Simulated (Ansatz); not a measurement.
Given:

End structure of H on the 1x1 (111) surface of fcc Rh, one in a 1x1 cell, started at the site 'hollow Rh-Rh-Rh over Rh at depth 2.2 Å':

```
CELL_PARAMETERS angstrom
      2.70822     0.00000     0.00000
     -1.35411     2.34539     0.00000
      0.00000     0.00000    26.00000
ATOMIC_POSITIONS crystal
  Rh 0.33333 0.66667 0.37435
  Rh 0.66667 0.33333 0.45810
  Rh 0.00000 0.00000 0.54169
  Rh 0.33333 0.66667 0.62865
  H  0.00000 0.00000 0.66536
```

Slab: 5 atoms, 6.5 Å thick at the start under the adsorbate (thin: gaps and levels are the slab's own); k 12x12x1, smearing 0.1 eV, dipole-corrected; 2 atoms held, the rest relaxed; symmetry of the start imposed; no spin, no spin-orbit, no U, no dispersion correction. At the end it is bonded to 3 Rh. In PBE it is, or lies within 0.03 eV of, the lowest of the starts that converged.

A negative adsorption energy means that the adsorbate is more stable on the surface than in its reference.

Question: What change of the work function does PBE (Ansatz, a quantum-chemistry and plane-wave program) give?

Answer: 0.063 eV

Question: Give the change of the step from the bottom to the top vacuum level, against the clean slab at the level PBE.

Answer: 0.074 eV

Question: What is the computed adsorption energy against ½ H2(g) (PBE)?

Answer: -0.50 eV

Question: Estimate the work function of the top face that PBE returns for this input.

Answer: 5.21 eV
